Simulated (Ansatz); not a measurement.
A relaxation of the atoms of In2Bi (P1, 3 atoms in the cell) with Ansatz (a program for electronic structure).

Method: r2SCAN, default PAW files made with PBE (plane waves; Ansatz).

The change in words: atoms moved at random; relax: default → atoms; relax.f_tol: default → 0.005 eV/Å. Reference geometry:
```xyz
3
Lattice="5.4822 0.0000 0.0000 -2.7411 4.7477 0.0000 0.0000 0.0000 3.3539" Properties=species:S:1:pos:R:3 pbc="T T T"
In     0.0000     0.0000     1.6770
In     0.0000     3.1651     0.0000
Bi     2.7411     1.5826     1.6770
```

Reference input (self-consistent single point, DFT, r2SCAN, plane waves, default PAW files made with PBE): basis.ecutwfc = 500 eV; kpoints.mp_grid.grid = 6 6 8; hamiltonian.xc = r2scan; hamiltonian.pseudopotentials = {kind: paw} (the program's default PAW files); scf.occupations.method = cold; scf.occupations.width = 0.05 eV. This run's input differs from it in these lines:

Ansatz 0.2 input:
```diff
@@ -7,5 +7,5 @@
   atoms:
-    - { symbol: In, position: [0.00000000, 0.00000000, 0.50000000] }
-    - { symbol: In, position: [0.33333300, 0.66666700, 0.00000000] }
-    - { symbol: Bi, position: [0.66666700, 0.33333300, 0.50000000] }
+    - { symbol: In, position: [-0.00079400, 0.00036700, 0.49645300] }
+    - { symbol: In, position: [0.33421300, 0.66473100, 0.00055400] }
+    - { symbol: Bi, position: [0.66658100, 0.33490200, 0.50299300] }
 basis:
@@ -19,2 +19,4 @@
   occupations: { method: cold, width: 0.05 eV }
+relax:
+  f_tol: 0.005
 output:
```

Output (repeated stretches shortened):

```
   [... SCF lines of the steps left out ...]
relax step   1: F+E_penalty+E_count = -23634.52899417 eV  Δ(F+E_penalty+E_count) = +0.000e0 eV  max|allowed force component| = 1.562e-2 eV/Å  Δτ_max = 0.0000 Å  (6 SCF iters, dr2 threshold 6.25e-7 eV, accepted)
relax step   2: F+E_penalty+E_count = -23634.52906730 eV  Δ(F+E_penalty+E_count) = -7.314e-5 eV  max|allowed force component| = 5.696e-3 eV/Å  Δτ_max = 0.0040 Å  (6 SCF iters, accepted)
relax step   3: F+E_penalty+E_count = -23634.53254407 eV  Δ(F+E_penalty+E_count) = -3.477e-3 eV  max|allowed force component| = 3.709e-2 eV/Å  Δτ_max = 0.0984 Å  (9 SCF iters, accepted)
   [... lines left out ...]
relax step   6: F+E_penalty+E_count = -23634.55095609 eV  Δ(F+E_penalty+E_count) = -1.418e-3 eV  max|allowed force component| = 3.771e-3 eV/Å  Δτ_max = 0.0482 Å  (10 SCF iters, dr2 threshold 7.76e-7 eV, accepted)
relax step   7: F+E_penalty+E_count = -23634.55095609 eV  Δ(F+E_penalty+E_count) = -2.074e-10 eV  max|allowed force component| = 3.768e-3 eV/Å  Δτ_max = 0.0000 Å  (2 SCF iters, accepted)
relax step   8: F+E_penalty+E_count = -23634.55097191 eV  Δ(F+E_penalty+E_count) = -1.581e-5 eV  max|allowed force component| = 3.000e-3 eV/Å  Δτ_max = 0.0126 Å  (9 SCF iters, accepted)
Crystal: 3 atoms, lattice volume = 87.295 Å³
iter 1 solved again at ethr=1.51e-11 eV; its pass at ethr=3.10e-3 eV (dr2=6.20e-9 eV) is discarded
SCF iter   1: F=—  HF=-23634.550972 eV  |F-HF|=—  |Δ(HF+E_count)|=         —  Δρ=2.00e-6  dr2=6.19e-9  dr2_τ=2.32e-11  ethr=1.51e-11  ⟨swp⟩=1.0  Hψ=16540  notcnv=0
preconditioner: auto → Kerker (q_TF=auto, 2.405 Å⁻¹)
SCF iter   2: F=-23634.550972 eV  HF=-23634.550972 eV  |F-HF|=1.09e-10  |Δ(HF+E_count)|=  3.93e-10  S|Δr|=    0.00e0  Δρ=1.33e-6  dr2=2.63e-9  dr2_τ=3.04e-11  ethr=1.51e-11  ⟨swp⟩=3.0  Hψ=10391  notcnv=0
SCF 9 converged in 2 iterations: F = -23634.550972 eV  dr2 = 2.63e-9
   [... lines left out ...]
Free energy (F): -23634.550972 eV
Fermi energy:    10.028593 eV
   [... lines left out ...]
  F+E_penalty+E_count = -23634.55097191 eV   max|allowed force component| = 3.000e-3 eV/Å
  atoms:
    - { symbol: In, position: [-0.00018604047736034396, 8.190766481829678e-5, 0.4166929890899522] }
    - { symbol: In, position: [0.3333477471201599, 0.6665292867749298, -0.055203136439460454] }
    - { symbol: Bi, position: [0.6668382933572005, 0.3333888055602518, 0.6385101473495083] }
```

The run converged. 

Summary of the result:
```
Property                                                  Value
-----------------------------------------------  --------------
Free energy E − TS (on the zero of these files)  -23634.5510 eV
Fermi level (on the code's own zero)                   10.03 eV
Pressure                                               0.12 GPa
Largest force (vector length)                        0.004 eV/Å
Relaxation steps                                              8
```

The starting cell comes from a database of computed structures (which also holds hypothetical and non-ambient phases and stackings), without a prior relaxation at this level. For this run, on top of that: atoms moved at random. Ansatz's pressure includes its estimate of the finite-basis (Pulay) stress.

Cost on one core of a shared machine: roughly 10 min.
